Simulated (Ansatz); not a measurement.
GaBi (model structure, from the rocksalt type, Fm-3m, No. 225): lattice parameter a by level of theory

No measured value is used here.

Put these levels in order of the lattice parameter a that they give for GaBi (model structure, from the rocksalt type, Fm-3m, No. 225), smallest first: PBE (Ansatz, a quantum-chemistry and plane-wave program), PBE-D3(BJ) (Ansatz), PBEsol (Ansatz).

PBEsol (5.888 Å), PBE-D3(BJ) (5.909 Å), PBE (6.001 Å)

Density-functional levels without +SOC have no spin–orbit coupling. Ansatz's density-functional and Hartree–Fock values are scalar-relativistic unless marked +SOC, with PAW data made under PBE.

A model structure was made by putting elements into a prototype or built by hand; it is no filed structure, need not be a known phase, and can be a saddle point held by its symmetry.
